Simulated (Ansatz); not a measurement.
Amorphous Zr18Si48O132, 198 atoms at 2.92 g/cm³, one PBE-relaxed geometry, zone centre. Methods: PBE, scalar-relativistic without spin-orbit coupling (Ansatz, a first-principles code); r2SCAN, scalar-relativistic without spin-orbit coupling (Ansatz). Plane waves to 420 eV (r2SCAN 500 eV). At PBE the levels at both edges of the gap are localised (band-tail or defect states), and the nearest spread-out levels lie 4.6 eV apart at the zone centre. All rungs ran without spin polarisation.

Preparation: random packing, a CHGNet melt and quench, and a DFT relaxation. O atoms were pushed apart under 1.9 Å during the dynamics, to hinder bonds among them. The hot cell started wider than the set density and was brought back towards it in steps. It is the lowest in DFT energy of 8 quenches. It is a model cell: composition and starting density were chosen by hand, and all elements were melted together. No dispersion term was used. Its density started from a set value of 2.92 and ended at 2.92 g/cm³. The simulated quench (nominally 300 K/ps over its main leg) is rapid and tends to freeze in more defects than a deposited or slowly cooled glass has. A cell of this size samples the disorder only roughly. The volume was held where the preparation left it and the shape relaxed, at a PBE pressure of 0.8 GPa. Stress components on the final sampling reach 0.8 GPa.

The relaxation ran on the zone centre alone. At PBE the gap between localised states is 3.28 eV on a 2×2×2 Γ-centred mesh, and the spacing at the zone centre alone 3.29 eV.

Question: What zone-centre spacing does r2SCAN give, roughly?

Answer: 3.73 eV (+0.44 eV against PBE).

The highest filled and the lowest empty state spread over these numbers of atoms (participation numbers): PBE: 11.3 and 2.4; r2SCAN: 9.8 and 2.3.
